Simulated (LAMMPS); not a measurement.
Pressure dependence of Si (diamond structure) at 2190 K, from the melt.

Method: classical MD, pair style tersoff/mod/c, file Si.tersoff.modc, run in LAMMPS.

| P (GPa) | state | volume | coordination number | self-diffusion coefficient of Si (not corrected for cell size) |
|---|---|---|---|---|
| 0 | liquid | 19.62 ± 0.01 Å³/atom | 4.54 (counted to 2.90 Å) | (5.04 ± 0.08) × 10^-5 cm²/s |
| 2 | liquid | 18.622 ± 0.005 Å³/atom | 4.61 (counted to 2.86 Å) | (5.7 ± 0.2) × 10^-5 cm²/s |
| 5 | liquid | 17.644 ± 0.003 Å³/atom | 4.78 (counted to 2.86 Å) | (6.29 ± 0.08) × 10^-5 cm²/s |

Caution (row 2): enthalpy drifts during the constant-pressure average: a transition or slow ageing; fluctuation values are void.

Caution (rows 2; 5): a run this short can hold a crystal over, or a liquid under, the potential's own melting point, which these runs don't give.

Estimate the isothermal bulk modulus at zero pressure. A parabola P(ln V) through the three points gives −dP/d ln V = 30 GPa at zero pressure.

States go by the mean squared displacement: a species diffuses where it passes 1.5 Å², still rises and gives D over 1e-6 cm²/s; a crystal has left its structure where atoms lie 0.35 Å off their sites on average or a cubic box changes its shape by 3 %, or the axial ratios of another lie 8 % off the starting cell's, which the potential's own relaxation can also do.

Errors of D are the spread over four groups of atoms in one short run; a floor of about 5 %, a picked value, is safer.

Errors shown are sampling errors alone.
